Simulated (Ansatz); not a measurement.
Ti: response to strain

The reference is Ti in the hcp (Mg type) structure (space group P6_3/mmc, No. 194; a = 2.9367 Å, c = 4.6410 Å; relaxed with 0.1 eV smearing). Axes: x lies along a and z along c of the hexagonal cell.

Strains are applied to the cell and any free atomic positions relax; under biaxial strain the out-of-plane vector relaxes too.

Calculations: r2SCAN, PAW, 500 eV (Ansatz, a program for electronic structure; no SOC), earlier PAW set.

Notes on the quantities. energy relative to the base: free energy F; pressure: mean of the normal stresses, compression positive.

```json
[
 {"change": "base", "shortest interatomic distance": "5.431 bohr", "energy relative to the base": "0 meV/atom", "pressure": "0.0 GPa", "space group": "P6_3/mmc (No. 194)"},
 {"change": "biaxial strain +0.97 %, plane normal [001], relaxed out of plane", "shortest interatomic distance": "5.423 bohr", "energy relative to the base": "–", "pressure": "-1.4 GPa", "space group": "P6_3/mmc (No. 194)"},
 {"change": "biaxial strain +2.28 %, plane normal [001], relaxed out of plane", "shortest interatomic distance": "5.414 bohr", "energy relative to the base": "–", "pressure": "-3.1 GPa", "space group": "P6_3/mmc (No. 194)"},
 {"change": "isotropic strain −1.02 %", "shortest interatomic distance": "5.376 bohr", "energy relative to the base": "+6.0 meV/atom", "pressure": "3.8 GPa", "space group": "P6_3/mmc (No. 194)"},
 {"change": "isotropic strain +2.37 %", "shortest interatomic distance": "5.560 bohr", "energy relative to the base": "+30 meV/atom", "pressure": "-7.2 GPa", "space group": "P6_3/mmc (No. 194)"},
 {"change": "isotropic strain +4.31 %", "shortest interatomic distance": "5.665 bohr", "energy relative to the base": "+95 meV/atom", "pressure": "-11.8 GPa", "space group": "P6_3/mmc (No. 194)"},
 {"change": "uniaxial strain ε_zz = −1.03 %", "shortest interatomic distance": "5.395 bohr", "energy relative to the base": "+1.1 meV/atom", "pressure": "1.2 GPa", "space group": "P6_3/mmc (No. 194)"},
 {"change": "uniaxial strain ε_zz = +0.63 %", "shortest interatomic distance": "5.453 bohr", "energy relative to the base": "+0.4 meV/atom", "pressure": "-0.7 GPa", "space group": "P6_3/mmc (No. 194)"},
 {"change": "tensor shear ε_xy = +2.68 %", "shortest interatomic distance": "5.372 bohr", "energy relative to the base": "+6.3 meV/atom", "pressure": "0.1 GPa", "space group": "P2_1/m (No. 11)"},
 {"change": "tensor shear ε_yz = −1.83 %", "shortest interatomic distance": "5.336 bohr", "energy relative to the base": "+3.4 meV/atom", "pressure": "0.0 GPa", "space group": "C2/m (No. 12)"}
]
```

Stability against distortions was not tested. All final runs are without spin polarisation.
